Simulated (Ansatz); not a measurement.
Cost and result by functional for the surface energy of the (320) surface of fcc Ca in its 1x1 cell, outermost plane spacing 0.77 Å in the ideal cut, in Ansatz (plane waves, PAW). Single points on the PBE structure, on one kind of machine; costs are rough ratios of the slab run's core time (references not counted) to the cheapest single point. r2SCAN's cost holds its higher cutoff (500 against 420 eV). Differences are taken against r2SCAN for comparison alone: no measured value is at hand, so the table doesn't rank accuracy.

Model: 14-atom slab, 10.0 Å thick at the start (thin: gaps and levels are the slab's own), 7x4x1 mesh, Fermi-Dirac 0.1 eV, dipole correction, all atoms relaxed; held to the part of the start's symmetry that mesh and held atoms allow; no spin, no spin-orbit, no U. These notes are the PBE run's.

```
functional                     relative cost  surface energy (J/m²)  less r2SCAN (J/m²)
-----------------------------  -------------  ---------------------  ------------------
LDA                                        1                   0.62                0.01
RPBE                                       1                   0.51               -0.09
PBEsol                                     1                   0.60               -0.01
r2SCAN                                     2                   0.61                0.00
PBE (the relaxed run's value)              –                   0.56               -0.05
```

The values span 0.10 J/m², while the single points' costs differ by a factor of roughly 2. Differences are of unrounded values.

Ansatz is a first-principles code.
